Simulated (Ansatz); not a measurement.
For La2O3 (Ia-3, No. 206, 40 atoms in the cell; start mp-2292; a measured phase of this formula has another space group), LDA (Ansatz, a program for electronic structure, plane waves, PAW) gives:

lattice parameter a: 11.194 Å
band gap: 3.33 eV

Problem. What does r²SCAN+rVV10 in Ansatz (plane waves, PAW) give for the same quantities?

Solution. 
- lattice constant a: 11.345 Å (grows by 1.3 %)
- band gap: 3.78 eV (rises by 0.45 eV)

Changes are worked out from the printed values.

Unless a cell is named, each level is at its own relaxed cell.

Levels without +SOC have no spin–orbit coupling; where heavier elements are present it shifts gaps, mostly down, and can invert bands. Density-functional gaps are differences of (generalised) Kohn–Sham levels.

Ansatz's density-functional and Hartree–Fock values are scalar-relativistic unless marked +SOC, with PAW data made under PBE.

A start named mp-… is a Materials Project structure, which need not be a measured phase.
